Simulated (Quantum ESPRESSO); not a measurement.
Density of states of TiO (P-62m, 6 atoms in the cell).

```xyz
6
Lattice="4.9891 0.0000 0.0000 -2.4945 4.3207 0.0000 0.0000 0.0000 2.8733" Properties=species:S:1:pos:R:3 pbc="T T T"
Ti     2.4945     1.4402     1.4367
Ti     0.0000     2.8805     1.4367
Ti     0.0000     0.0000     0.0000
O      1.5106     2.6164     0.0000
O     -0.9839     1.7042     0.0000
O      1.9679     0.0000     0.0000
```

Method: LDA (PZ), GBRV 1.5 ultrasoft (LDA) pseudopotentials (plane waves; Quantum ESPRESSO 7.5).

SCF settings: ecutwfc = 50 Ry; ecutrho = 400 Ry; occupations = smearing; smearing = gaussian; degauss = 0.0099958 Ry; potentials = {Ti: ti_lda_v1.4.uspp.F.UPF, O: o_lda_v1.2.uspp.F.UPF}; K_POINTS = automatic 5 5 8 0 0 0; conv_thr = 1e-09 Ry; mixing_beta = 0.3. Keys of the DOS step: nscf.calculation = nscf; nscf.nbnd = 36; nscf.startingwfc = random; nscf.diago_thr_init = 1e-06; nscf.diagonalization = cg; nscf.K_POINTS = automatic 8 8 12 0 0 0; dos.x.fildos = dos.dat; dos.x.Emin = -15 eV; dos.x.Emax = 30 eV; dos.x.DeltaE = 0.05 eV; dos.x.ngauss = 0; dos.x.degauss = 0.02205 Ry.

The starting cell comes from a database of computed structures (which also holds hypothetical and non-ambient phases and stackings), without a prior relaxation at this level. Spin polarisation is off, so a magnetic state, if there is one, cannot be reached.

Total DOS (both spins), as means of the tabulated values in each energy bin; the zero is the program's Fermi level or highest filled level, and the curve is cut to this window:

```
E (eV) | states/eV/cell
    -7.80 | ############### 5.24
    -7.40 | ############## 4.76
    -7.00 | ################ 5.49
    -6.60 | ############### 5.12
    -6.20 | ############ 4.18
    -5.80 | ############## 4.92
    -5.40 | ######### 3.08
    -5.00 | ## 0.54
    -4.60 |  0.00
    -4.20 |  0.00
    -3.80 |  0.01
    -3.40 |  0.10
    -3.00 | # 0.33
    -2.60 | ## 0.57
    -2.20 | ##### 1.63
    -1.80 | ############ 4.09
    -1.40 | ############## 4.69
    -1.00 | ###### 1.95
    -0.60 | ### 1.03
    -0.20 | ### 0.87
     0.20 | ######### 2.95
     0.60 | ################## 6.28
     1.00 | ######################## 8.18
     1.40 | ############################## 10.3
```

Around zero the curve holds about 1.3 states/eV/cell.
